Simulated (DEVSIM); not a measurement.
## Schottky contact on n-type Si

Structure: Schottky contact on n-type Si, at 350 K.

```csv
layer (left to right),material,thickness (μm),Nd (cm⁻³),τn (s),τp (s)
1,Si,17.0,3.4e16,0.0004,0.0004
```

Left contact: Schottky, work function 4.89 eV, emission velocity 7.8e6 cm/s. Right contact: ohmic. Voltage is applied to the left contact. Recombination: SRH at mid-gap. Gap narrowing is on: ΔEg = 6.92 meV × (l + √(l² + 0.5)), l = ln(N/1.3e17 cm⁻³), shared equally by both band edges. Mobility is μmin + (μ − μmin)/(1 + (N/Nref)^α).

Constants are typed, rounded textbook-type inputs, not results; the design itself was drawn at random and stands for no fabricated device. Values at 300 K; Nc and Nv go as T^1.5, mobilities as T to minus their exponent, the gap by Varshni's rule with the affinity fixed.

| parameter | Si |
|---|---|
| gap (eV) | 1.124 |
| affinity (eV) | 4.05 |
| permittivity | 11.7 |
| Nc (cm⁻³) | 2.86e19 |
| Nv (cm⁻³) | 3.1e19 |
| μn (cm²/Vs) | 1417 |
| μp (cm²/Vs) | 470 |
| μn,min | 52 |
| μp,min | 45 |
| Nref,n | 9.7e16 |
| Nref,p | 2.2e17 |
| αn | 0.68 |
| αp | 0.72 |
| T exponent of μn | 2.3 |
| T exponent of μp | 2.2 |
| Varshni α (eV/K) | 0.000473 |
| Varshni β (K) | 636 |

DEVSIM, 1D drift-diffusion, Boltzmann statistics, complete ionisation; no tunnelling, impact ionisation, image-force lowering or self-heating. Metal contacts follow the ideal Schottky-Mott rule: no Fermi-level pinning, no interface dipoles.

- Potential step across the device at zero bias: 0.629 V
- Largest field in the device at zero bias: 79000 V/cm
- Dark forward voltage at 1 A/cm²: 0.315 V
- Dark forward voltage at 100 A/cm²: 0.501 V

Dark forward current:

| V (V) | J (A/cm²) |
|---|---|
| 0.05 | 0.00014 |
| 0.15 | 0.0045 |
| 0.25 | 0.12 |
| 0.35 | 3.1 |
| 0.50 | 99 |
| 0.60 | 250 |
| 0.70 | 440 |
| 0.80 | 630 |
| 0.90 | 830 |
| 1.00 | 1000 |
| 1.15 | 1400 |
| 1.25 | 1600 |
| 1.35 | 1800 |
| 1.45 | 2000 |

Small-signal capacitance in reverse bias (quasi-static):

```json
[
 {"V (V)": "-0.4", "C (nF/cm²)": "53.0"},
 {"V (V)": "-1", "C (nF/cm²)": "41.9"},
 {"V (V)": "-2", "C (nF/cm²)": "32.9"},
 {"V (V)": "-3", "C (nF/cm²)": "28.0"},
 {"V (V)": "-4", "C (nF/cm²)": "24.8"}
]
```
